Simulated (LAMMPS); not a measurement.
LAMMPS 22 Jul 2025, classical MD, EAM (Cu_mishin1.eam.alloy): Cu, 32000 atoms.

```text
units metal
atom_style atomic
read_data unit.data
replicate 20 20 20
pair_style eam/alloy
pair_coeff * * Cu_mishin1.eam.alloy Cu
velocity all create 1600 4928 dist gaussian loop geom
fix 1 all nve
fix 2 all langevin 800 800 0.08 9876 zero yes
timestep 0.002
thermo 100
run 300
reset_timestep 0
write_restart start.rst
```

```text
read_restart start.rst
pair_style eam/alloy
pair_coeff * * Cu_mishin1.eam.alloy Cu
neighbor 2.0 bin
neigh_modify every 1 delay 0 check yes
fix 1 all nve
timestep 0.002
thermo_style custom step temp pe etotal press
thermo_modify format float %.10g
thermo 100
group probe id 1:48
dump probe probe custom 1000000 forces.txt id fx fy fz
dump_modify probe sort id format float %.8g
run 2000
```

box: 72.3 × 72.3 × 72.3 Å.

start: generated fcc lattice, warmed in an untimed run.

Compared values: energy and forces of the first step, drift over the run.

Hardware: Arm Neoverse V2, 96 cores on 1 socket, no SMT, 1 L3 cache group; 94 cores' worth of CPU time may be used.

Wall times, medians of two to five repeats, each run alone on the node (launch to exit). Processes are pinned to neighbouring cores unless said otherwise. Build: PyPI wheel: MPICH, OPENMP and OPT packages. Other compilers and libraries give other times. Scratch files lie in a memory file system. A preparatory run goes ahead and isn't timed.

Started as
```bash
# ahead of the timed run: OMP_NUM_THREADS=1 mpirun -np 48 lmp -in in.warm -log none -nocite
OMP_NUM_THREADS=1 mpirun -np 32 lmp -in in.lmp -log log.lammps -nocite
```
(32 ranks, newton = on (default)) it takes 3.1 s and 42 neighbour list builds.

Q: Estimate the wall time with newton = off.

A: About 3.9 s (3 runs within 1 %): 1.3× as long. The largest move is in pair forces (Pair): 2.6 s to 3.3 s. Change in the result: energy equal as printed, forces on 48 atoms equal as printed, drift of the total energy equal as printed.
